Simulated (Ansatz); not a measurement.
For HgS (model structure, started from the beta GaS type, P6₃/mmc, No. 194, 8 atoms in the cell), PBE in Ansatz (PAW) gives:

lattice parameter a: 4.304 Å
c axis length: 17.026 Å

What does PBE-D3(BJ) (PAW; Ansatz, an electronic-structure program) give for the same quantities?


- lattice constant a: 4.292 Å (decreases by 0.3 %)
- lattice parameter c: 13.974 Å (drops by 18 %)

Changes are worked out from the printed values.

Unless a cell is named, each level is at its own relaxed cell (PBE 34.14, PBE-D3(BJ) 27.87 Å³/atom).

Levels without +SOC leave out spin–orbit coupling, which shifts energies and cells of such heavy elements.

Ansatz's density-functional and Hartree–Fock values are scalar-relativistic unless marked +SOC, with PAW data made under PBE.

A model structure was made by putting elements into a prototype or built by hand; it is no filed structure, need not be a known phase, and can be a saddle point held by its symmetry.
